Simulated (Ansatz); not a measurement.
A structure of (Ca,Sr)B6 alloy cell CaSrB12 (CaB6 type start) off equilibrium:

```yaml
crystal:
  lattice:
    - [4.16431, 4.16431, 4.16432]
    - [-4.16431, 4.16431, -4.16432]
    - [-4.16431, 4.16431, 4.16432]
  atoms:
    - { symbol: Sr, position: [0.00000, 0.50000, 0.50000] }
    - { symbol: Sr, position: [0.00000, 0.00000, 0.00000] }
    - { symbol: Ca, position: [0.50000, 0.50000, 0.00000] }
    - { symbol: Ca, position: [0.50000, 0.00000, 0.50000] }
    - { symbol: B, position: [0.64861, 0.49924, 0.35063] }
    - { symbol: B, position: [0.64861, 0.99924, 0.85063] }
    - { symbol: B, position: [0.15013, 0.50076, 0.85063] }
    - { symbol: B, position: [0.15013, 0.00076, 0.35063] }
    - { symbol: B, position: [0.35139, 0.50076, 0.64937] }
    - { symbol: B, position: [0.35139, 0.00076, 0.14937] }
    - { symbol: B, position: [0.84987, 0.49924, 0.14937] }
    - { symbol: B, position: [0.84987, 0.99924, 0.64937] }
    - { symbol: B, position: [0.64861, 0.64937, 0.50076] }
    - { symbol: B, position: [0.64861, 0.14937, 0.00076] }
    - { symbol: B, position: [0.15013, 0.64937, 0.99924] }
    - { symbol: B, position: [0.15013, 0.14937, 0.49924] }
    - { symbol: B, position: [0.35139, 0.35063, 0.49924] }
    - { symbol: B, position: [0.35139, 0.85063, 0.99924] }
    - { symbol: B, position: [0.84987, 0.35063, 0.00076] }
    - { symbol: B, position: [0.84987, 0.85063, 0.50076] }
    - { symbol: B, position: [0.50000, 0.35063, 0.64937] }
    - { symbol: B, position: [0.50000, 0.85063, 0.14937] }
    - { symbol: B, position: [0.00000, 0.35063, 0.14937] }
    - { symbol: B, position: [0.00000, 0.85063, 0.64937] }
    - { symbol: B, position: [0.50000, 0.64937, 0.35063] }
    - { symbol: B, position: [0.50000, 0.14937, 0.85063] }
    - { symbol: B, position: [0.00000, 0.64937, 0.85063] }
    - { symbol: B, position: [0.00000, 0.14937, 0.35063] }
```

The numbers are results of PBE (plane waves to 420 eV, PAW; Ansatz, an electronic-structure program), not measurements. Scalar-relativistic, without spin–orbit coupling. Its k-point mesh 5×5×5, Fermi–Dirac width 0.05 eV.

What forces act on the atoms (eV/Å, in the order given), and what is the pressure?


| atom | Fx | Fy | Fz |
|---|---|---|---|
| Sr1 | 0.000 | 0.000 | 0.000 |
| Sr2 | 0.000 | 0.000 | 0.000 |
| Ca3 | 0.000 | 0.000 | 0.000 |
| Ca4 | 0.000 | 0.000 | 0.000 |
| B5 | -0.275 | 0.090 | 0.000 |
| B6 | -0.275 | 0.090 | 0.000 |
| B7 | -0.275 | -0.090 | 0.000 |
| B8 | -0.275 | -0.090 | 0.000 |
| B9 | 0.275 | -0.090 | 0.000 |
| B10 | 0.275 | -0.090 | 0.000 |
| B11 | 0.275 | 0.090 | 0.000 |
| B12 | 0.275 | 0.090 | 0.000 |
| B13 | 0.090 | -0.275 | 0.000 |
| B14 | 0.090 | -0.275 | 0.000 |
| B15 | -0.090 | -0.275 | 0.000 |
| B16 | -0.090 | -0.275 | 0.000 |
| B17 | -0.090 | 0.275 | 0.000 |
| B18 | -0.090 | 0.275 | 0.000 |
| B19 | 0.090 | 0.275 | 0.000 |
| B20 | 0.090 | 0.275 | 0.000 |
| B21 | 0.000 | 0.000 | -0.278 |
| B22 | 0.000 | 0.000 | -0.278 |
| B23 | 0.000 | 0.000 | -0.278 |
| B24 | 0.000 | 0.000 | -0.278 |
| B25 | 0.000 | 0.000 | 0.278 |
| B26 | 0.000 | 0.000 | 0.278 |
| B27 | 0.000 | 0.000 | 0.278 |
| B28 | 0.000 | 0.000 | 0.278 |

Pressure: 0.64 GPa.
